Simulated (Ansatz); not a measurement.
# Fermi-surface data of Ag (Fm-3m)

```
CELL_PARAMETERS angstrom
      0.00000     1.98096     1.98096
      1.98096     0.00000     1.98096
      1.98096     1.98096     0.00000
ATOMIC_POSITIONS crystal
  Ag 0.00000 0.00000 0.00000
```

Method: PBEsol, rigid bands (plane waves, PAW, scalar-relativistic; Ansatz, a quantum-chemistry and plane-wave program). Condition of this run: hydrostatic pressure 10 GPa (the target of the relaxation). Geometry: cell and atoms relaxed with PBEsol, then loaded as said.

The density of states at the Fermi level comes out as 0.250 states/(eV·cell), both spins and the bare Sommerfeld coefficient is 0.59 mJ/(mol of atoms·K²). The drude plasma energy comes out as 9.5 eV. The root-mean-square Fermi velocity is 1.5e6 m/s and the resistivity times τ is 5.4 ×10⁻²² Ω·m·s. The resistivity times mean free path comes out as 8.0 ×10⁻¹⁶ Ω·m².

A metal at this level (no band gap); rigid bands, thermally averaged at 300 K, both spins. Spin-orbit coupling is left out. τ is one relaxation time for all states; the product of resistivity and mean free path takes one path for all states instead.
